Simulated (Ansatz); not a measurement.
Cubic perovskite CsPbCl₃ (cubic high-temperature phase)

Method: r²SCANh in Ansatz (plane waves, PAW).

Settings: plane-wave cutoff 520 eV, 4×4×4 k mesh, Fermi–Dirac smearing 0.01 eV, scalar-relativistic PAW data made under PBE.

Cell (measured lattice):

```cif
data_Cl3CsPb
_chemical_formula_sum 'Cs1 Pb1 Cl3'
_space_group_name_H-M_alt 'Pm-3m'
_space_group_IT_number 221
_space_group_name_Hall '-P 4 2 3'
_cell_length_a 5.60500
_cell_length_b 5.60500
_cell_length_c 5.60500
_cell_angle_alpha 90.000
_cell_angle_beta 90.000
_cell_angle_gamma 90.000
loop_
_atom_site_label
_atom_site_type_symbol
_atom_site_symmetry_multiplicity
_atom_site_Wyckoff_symbol
_atom_site_fract_x
_atom_site_fract_y
_atom_site_fract_z
_atom_site_occupancy
Cs1 Cs 1 a 0.00000 0.00000 0.00000 1
Pb1 Pb 1 b 0.50000 0.50000 0.50000 1
Cl1 Cl 3 c 0.00000 0.50000 0.50000 1
```

- band gap: 2.77 eV (on the SCF k mesh)
- direct gap at Γ: 7.22 eV

Note: held by symmetry at 0 K, a high-temperature phase can be a saddle point; cell and atoms aren't relaxed at this level (pressure 1.0 GPa).

Spin–orbit coupling is not included; with these elements it can move the gap by several tenths of an eV or more.

Computed values are for the static lattice.

It cost very roughly 5 core-minutes of CPU time.

Ansatz is a program for electronic structure.
